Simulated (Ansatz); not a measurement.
SiC: response to strain

The reference is SiC in the zinc blende structure (space group F-43m, No. 216; a = 4.357 Å).

Strains are applied to the cell and any free atomic positions relax.

All numbers come from PBEsol/PAW in Ansatz (a quantum-chemistry and plane-wave program), spin-orbit coupling left out.

Candidates:
(a) isotropic strain +1.50 %
(b) isotropic strain −2.00 %
(c) isotropic strain −1.50 %
(d) isotropic strain +0.50 %

Notes on the quantities. energy relative to the base: free energy F.

Problem. Order them by energy relative to the base, lowest first.

Solution. (d) isotropic strain +0.50 % (+1.6 meV/atom), (a) isotropic strain +1.50 % (+14 meV/atom), (c) isotropic strain −1.50 % (+15 meV/atom), (b) isotropic strain −2.00 % (+27 meV/atom)

Whether these cells are dynamically stable was not tested.
